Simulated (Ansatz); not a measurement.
YN under load (space group I4/mmm): band-edge transport data

```
CELL_PARAMETERS angstrom
      0.00000     2.42350     2.45268
      2.42350     0.00000     2.45268
      2.42350     2.42350     0.00000
ATOMIC_POSITIONS crystal
  Y  0.00000 0.00000 0.00000
  N  0.50000 0.50000 0.50000
```

The numbers are results of r2SCAN, rigid bands (plane waves, PAW, scalar-relativistic; Ansatz, a program for electronic structure), not measurements. Condition of this run: uniaxial stress along [001] of -3 GPa (compression positive) (the target of the relaxation). Cell: cell and atoms relaxed with PBEsol, then loaded as said.

The band gap is 0.52 eV. The electron conductivity mass (300 K, dilute) comes out as 0.25 (x), 0.25 (y), 0.174 (z) mₑ, the hole conductivity mass (300 K, dilute) is 0.39 (x), 0.39 (y), 0.98 (z) mₑ and the effective density of states N_c (300 K) is 9.5e18 cm⁻³. The effective density of states N_v (300 K) is 2.7e19 cm⁻³ and the density-of-states mass, electrons comes out as 0.52 mₑ. The density-of-states mass, holes comes out as 1.04 mₑ and the Seebeck coefficient, n-type 1e19 cm⁻³, 300 K is -233 μV/K. The best n-type power factor at 300 K for τ = 10 fs (best axis; densities from 1e16 to 1e21 cm⁻³ tried, whether or not they can be reached) comes out as 9.0 μW/(cm·K²) at 3e19 cm⁻³ and the Seebeck coefficient, p-type 1e19 cm⁻³, 300 K comes out as 316 μV/K. The best p-type power factor at 300 K for τ = 10 fs (best axis; densities from 1e16 to 1e21 cm⁻³ tried, whether or not they can be reached) is 11.7 μW/(cm·K²) at 1e20 cm⁻³.

Rigid bands; masses and Seebeck coefficients take one relaxation time τ for all states and one kind of carrier; polarons and phonon drag are left out. Spin-orbit coupling is left out; where it splits the top of the valence band, N_v and the p-type Seebeck coefficient come out somewhat high without it. Geometry: cell and atoms relaxed with PBEsol.
